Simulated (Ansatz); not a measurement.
Start from WSi$_{2}$ (space group I4/mmm, No. 139; relaxed with 0.1 eV smearing).

```yaml
crystal:
  lattice:
    - [-1.59264, 1.59264, 3.88656]
    - [1.59264, -1.59264, 3.88656]
    - [1.59264, 1.59264, -3.88656]
  atoms:
    - { symbol: Si, position: [0.66535, 0.66535, 0.00000] }
    - { symbol: Si, position: [0.33465, 0.33465, 0.00000] }
    - { symbol: W, position: [0.00000, 0.00000, 0.00000] }
```

All numbers come from plane-wave PAW DFT at the LDA level (Ansatz, a program for electronic structure, 420 eV), spin-orbit coupling left out.

Strains are applied to the cell and any free atomic positions relax.

One change was made to it. Results:

| quantity | base | after |
|---|---|---|
| energy relative to the base (free energy F) | 0 meV/atom | +72 meV/atom |
| pressure (mean of the normal stresses, compression positive) | 0.0 GPa | -17.3 GPa |

Question: Name the change that was made.
(A) isotropic strain +2.00 %
(B) isotropic strain −0.50 %
(C) isotropic strain +1.00 %
(D) isotropic strain −3.00 %
(E) isotropic strain +3.00 %

Answer: E, isotropic strain +3.00 %. For comparison, the energy relative to the base in the other runs: isotropic strain +2.00 % gives +33 meV/atom; isotropic strain −0.50 % gives +2.2 meV/atom; isotropic strain +1.00 % gives +8.5 meV/atom; isotropic strain −3.00 % gives +88 meV/atom.

No phonon test of stability was made. The final runs are not spin-polarised.
